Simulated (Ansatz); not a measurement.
## MgS (F-43m, No. 216, 2 atoms in the cell; start mp-13032; metastable phase)

Method: r²SCAN (Ansatz, a program for electronic structure, PAW).

Numerical settings: plane-wave cutoff 500 eV, 12×12×12 k mesh, Fermi–Dirac smearing 0.05 eV, scalar-relativistic PAW data made under PBE.

Cell (relaxed at this level):

```cif
data_MgS
_chemical_formula_sum 'Mg1 S1'
_space_group_name_H-M_alt 'P 1'
_space_group_IT_number 1
_cell_length_a 4.00364
_cell_length_b 4.00364
_cell_length_c 4.00364
_cell_angle_alpha 60.000
_cell_angle_beta 60.000
_cell_angle_gamma 60.000
loop_
_space_group_symop_operation_xyz
  'x, y, z'
loop_
_atom_site_label
_atom_site_type_symbol
_atom_site_fract_x
_atom_site_fract_y
_atom_site_fract_z
_atom_site_occupancy
Mg1 Mg 0.00000 0.00000 0.00000 1
S1 S 0.75000 0.75000 0.75000 1
```

For MgS (F-43m, No. 216, 2 atoms in the cell; start mp-13032; metastable phase), the band gap comes out as 4.14 eV (on the SCF k mesh).

Note: the relaxation could not lower the start's symmetry, so the cell can be a saddle point above a distorted one.

Computed values are for the static lattice.

The result took very roughly 19 core-seconds.

A start named mp-… is a Materials Project structure, which need not be a measured phase.
